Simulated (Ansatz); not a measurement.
System: B20 (FeSi-type) CoSi. Method: r²SCAN+rVV10 in Ansatz (plane waves, PAW).

Settings: plane-wave cutoff 500 eV, 10×10×10 k mesh, Fermi–Dirac smearing 0.05 eV, no spin polarisation, scalar-relativistic PAW data made under PBE.

Computed at the level's own relaxed cell.

Question: Predict the equilibrium volume per atom and lattice parameter a.

Answer: 
* **equilibrium volume per atom**: 10.47 Å³/atom
* **lattice parameter a**: 4.375 Å

Measured, for comparison: equilibrium volume per atom 10.97 Å³/atom, lattice constant a 4.444 Å (temperature not stated, no zero-point or thermal correction; as tabulated in Wikipedia's data pages). Computed (rounded) less measured: equilibrium volume per atom -4.6 %, lattice constant a -1.6 %. A static lattice is as a rule a little smaller and stiffer than an uncorrected measurement, which narrows the difference in the lattice constant a and would widen misses of the other sign.

The result took around 110 core-seconds (rough).

Ansatz is a first-principles code.
